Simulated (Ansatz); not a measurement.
An Ansatz (a first-principles code) run: Cu3N with a change (pressure 9 GPa); LDA (Ansatz, PAW, no spin-orbit coupling).

Input:

Ansatz 0.2 input:
```yaml
crystal:
  lattice:
    - [3.6859591622, 0, 0]
    - [0, 3.6859591622, 0]
    - [0, 0, 3.6859591622]
  atoms:
    - { symbol: Cu, position: [0.5, 0, 0] }
    - { symbol: Cu, position: [0, 0.5, 0] }
    - { symbol: Cu, position: [0, 0, 0.5] }
    - { symbol: N, position: [0, 0, 0] }
basis: { ecutwfc: 420, ecutrho_ratio: 4, xc_grid: 2, fft_grid_basis: typed }
kpoints: { mp_grid: { grid: [13, 13, 13] } }
hamiltonian:
  xc: lda
  dispersion: none
  pseudopotentials: { kind: paw }
scf: { occupations: { method: fermi_dirac, width: 0.05 } }
relax: { f_tol: 0.01, max_steps: 60, cell: { stress_tol: 0.02, p_target: 9.0 } }
output: { forces: true, stress: true }
checkpoint: { write: state.ck, write_every: 1000 }
```

Output (explanatory and most iteration lines left out):

```
Relaxation: its limit of steps is 60 (relax.max_steps)
Pseudopotential: Cu, paw, valence charge 19
Pseudopotential: N, paw, valence charge 5
Crystal: 4 atoms, lattice volume = 50.079 Å³
Basis set: ecut = 420 eV, 949 PW (Γ), exchange–correlation on 50×50×50 points (8 copies of the dense FFT grid, shifted against one another)
Bands: 38, of which v1, the nominal top of the filled ones, is band 31 counted from 1 (30 counted from 0)
Symmetry: 48 space group operations
Space group: Pm-3m (ITA 221), of the structure as read, at distance tolerance 3.7e-5 Å
k-points: 84 of 2197
Functional: x = slater, c = lda
SCF iter   1: F=—  HF=-20039.920335 eV  |F-HF|=—  |Δ(HF+E_count)|=         —  Δρ=1.48e-2  dr2=5.74e-2  ethr=1.77e-3  ⟨swp⟩=6.0  Hψ=11433  notcnv=0  defer=20
SCF iter   2: F=—  HF=-20039.912108 eV  |F-HF|=—  |Δ(HF+E_count)|=   8.23e-3  Δρ=8.60e-3  dr2=2.65e-2  ethr=9.25e-5  ⟨swp⟩=3.0  Hψ=6902  notcnv=0  defer=142
SCF 1 converged in 8 iterations: F = -20039.903612 eV  dr2 = 3.07e-8
relax step   1: F+E_penalty+E_count = -20039.90361191 eV  Δ(F+E_penalty+E_count) = +0.000e0 eV  max|allowed force component| = 2.899e-29 eV/Å  Δτ_max = 0.0000 Å  P = +4.500 GPa  Ω = 50.079 Å³  (8 SCF iters, dr2 threshold 1.00e-7 eV, accepted)
[... steps on the carried basis left out ...]
relax step   7: F+E_penalty+E_count = -20039.85164028 eV  Δ(F+E_penalty+E_count) = +1.051e-4 eV  max|allowed force component| = 2.511e-28 eV/Å  Δτ_max = 0.0000 Å  P = +8.999 GPa  Ω = 48.837 Å³  stress off target by 6.13e-4 GPa  SCF on the basis re-selected at this cell (its energy is not comparable with the rows above)  (6 SCF iters)
SCF converged after 6 iterations
Free energy (F): -20039.851640 eV
Internal energy: -20039.849484 eV  (E = F + TS)
E sigma→0 (E₀):  -20039.850562 eV
Entropy (-TS):   -0.002156 eV (-0.539 meV/atom)
Fermi energy:    13.046382 eV
--- Forces (eV/Å), atoms counted from 1 ---
  atom   1  Cu    -0.00000000    -0.00000000    -0.00000000
  atom   2  Cu     0.00000000     0.00000000     0.00000000
  atom   3  Cu    -0.00000000    -0.00000000    -0.00000000
  atom   4  N     -0.00000000     0.00000000    -0.00000000
--- Stress (GPa, compression-positive) ---
        8.999387      -0.000000       0.000000
        0.000000       8.999387       0.000000
        0.000000       0.000000       8.999387
  P = ⅓ Tr σ = 8.9994 GPa (89.994 kbar)
--- Relaxed structure (5 steps of the walk, 5 accepted, 2 SCFs on fresh bases) ---
  cell:  # Å, volume = 48.8366 Å³
    - [3.6552328899450663, 1.5246945393065616e-34, 1.6049416203226966e-34]
    - [8.827178911774832e-35, 3.6552328899450663, 0.0]
    - [-9.629649721936178e-35, 0.0, 3.6552328899450663]
  atoms:
    - { symbol: Cu, position: [0.49999999999999994, 1.0205164405588894e-37, 3.4017214673708986e-38] }
    - { symbol: Cu, position: [8.164131520639733e-37, 0.49999999999999994, 1.7008607335348332e-37] }
    - { symbol: Cu, position: [-2.7213771739425835e-37, -3.40172147029624e-38, 0.49999999999999994] }
    - { symbol: N, position: [-2.7213771731406698e-37, -3.4017214672611754e-38, 3.401721467225596e-38] }
```

Load acts through the strain it causes; cell and atoms are relaxed under it. Whether these cells are dynamically stable was not tested. No other phases were tried under pressure. All final runs are without spin polarisation. The cell was made from Cu3N (space group Pm-3m, No. 221) by this change: pressure 9 GPa.
